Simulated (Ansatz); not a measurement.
This concerns the energy of one form of Y over another. The value is E(A) − E(B), in meV per atom.

A: Y (P6₃/mmc), 4 atoms in the cell, k-point mesh 24×24×6 on the run's own vectors.
```
Y
1.0
    3.60609     0.00000     0.00000
   -1.80305     3.12297     0.00000
    0.00000     0.00000    11.58548
Y
4
Direct
  0.00000   0.00000   0.00000
  0.00000   0.00000   0.50000
  0.33333   0.66667   0.25000
  0.66667   0.33333   0.75000
```

B: Y (hcp, P6₃/mmc), 2 atoms in the cell, k-point mesh 24×24×10 on the run's own vectors.
```xyz
2
Lattice="3.6523 0.0000 0.0000 -1.8262 3.1630 0.0000 0.0000 0.0000 5.6999" Properties=species:S:1:pos:R:3 pbc="T T T"
Y      0.0000     2.1087     1.4250
Y      1.8262     1.0543     4.2750
```

All numbers come from Ansatz (a program for electronic structure), plane waves with PAW, its default PAW set, cutoff 420 eV, 500 eV for r2SCAN. The structures are at rest with PBE; other levels are single points on them. Neutral cells; Fermi-Dirac smearing of at most 0.10 eV in the solids, energies taken to zero width. The lattices are those relaxed with PBE, so at other levels the solids can be strained, which adds to the spread. A dispersion term (D3(BJ), or D4 for r2SCAN) was computed beside these levels and is taken off wherever the name lacks it. Static lattices, no vibrational contributions.

**Question.** Give the value at the level r2SCAN.

**Answer.** 22 meV/atom for A less B, so Y (hcp, P6₃/mmc) (B) lies lower.

**Question.** How does the value move with the functional?

**Answer.** 
```json
[
 {"Functional": "PBE", "value (meV/atom)": "10", "less r2SCAN": "-12"}
]
```

The levels span 12 meV/atom, from PBE (10) to r2SCAN (22).
